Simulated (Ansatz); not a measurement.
We consider PrSi (Pnma, No. 62; cell taken from a computed entry), described by r²SCAN (Ansatz, a program for electronic structure, plane waves, PAW).

Numerical settings: plane-wave cutoff 500 eV, 6×10×8 k mesh (along the axes of the cell as run), Fermi–Dirac smearing 0.05 eV, spin-polarised start, scalar-relativistic PAW data made under PBE.

Computed at the level's own relaxed cell.

**Question.** Predict the equilibrium volume per atom.

**Answer.** 
- equilibrium volume per atom: 24.70 Å³/atom

Note: the magnetic order was assumed, not searched for or taken from measurement; the relaxation could not lower the start's symmetry, so the cell can be a saddle point above a distorted one; the 4f shell is treated without U or exact exchange, so its levels and filling can be wrong.

Spin–orbit coupling is not included.

Computed values are for the static lattice.
